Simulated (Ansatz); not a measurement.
**A computed series for MoS2: pressure series**

Consider MoS$_{2}$ in the 3R-MoS2 type structure (space group R3m, No. 160; a = 3.1531 Å, c = 17.9913 Å (hexagonal axes); layered, stacked along the Cartesian z axis).

Cell and atoms are relaxed at each pressure.

Levels (all Ansatz, a program for electronic structure, PAW): PBE-D3(BJ) (420 eV, spin-orbit coupling left out); r2SCAN+rVV10 (500 eV, scalar-relativistic without spin-orbit coupling).

The base cell above is that of PBE-D3(BJ); each level relaxes its own structures.

```json
[
 {"case": "pressure −1 GPa", "c/a ratio, PBE-D3(BJ)": "5.803", "c/a ratio, r2SCAN+rVV10": "6.004"},
 {"case": "pressure 3 GPa", "c/a ratio, PBE-D3(BJ)": "5.547", "c/a ratio, r2SCAN+rVV10": "5.650"},
 {"case": "pressure 7 GPa", "c/a ratio, PBE-D3(BJ)": "5.442", "c/a ratio, r2SCAN+rVV10": "5.523"},
 {"case": "pressure 15 GPa", "c/a ratio, PBE-D3(BJ)": "5.344", "c/a ratio, r2SCAN+rVV10": "5.400"},
 {"case": "pressure 30 GPa", "c/a ratio, PBE-D3(BJ)": "5.273", "c/a ratio, r2SCAN+rVV10": "5.301"},
 {"case": "pressure 50 GPa", "c/a ratio, PBE-D3(BJ)": "5.261", "c/a ratio, r2SCAN+rVV10": "5.252"},
 {"case": "pressure 75 GPa", "c/a ratio, PBE-D3(BJ)": "5.296", "c/a ratio, r2SCAN+rVV10": "5.258"},
 {"case": "pressure 100 GPa", "c/a ratio, PBE-D3(BJ)": "5.346", "c/a ratio, r2SCAN+rVV10": "5.293"}
]
```

The two levels differ by at most about 0.201. They disagree on the order of pressure 75 GPa and pressure 30 GPa and of 2 more pairs.

A case with no gap was solved on a k-mesh chosen for an insulator, which is coarse for it. Load acts through the strain it causes; cell and atoms are relaxed under it. No phonon test of stability was made. Competing high-pressure phases were not computed. All final runs are without spin polarisation.
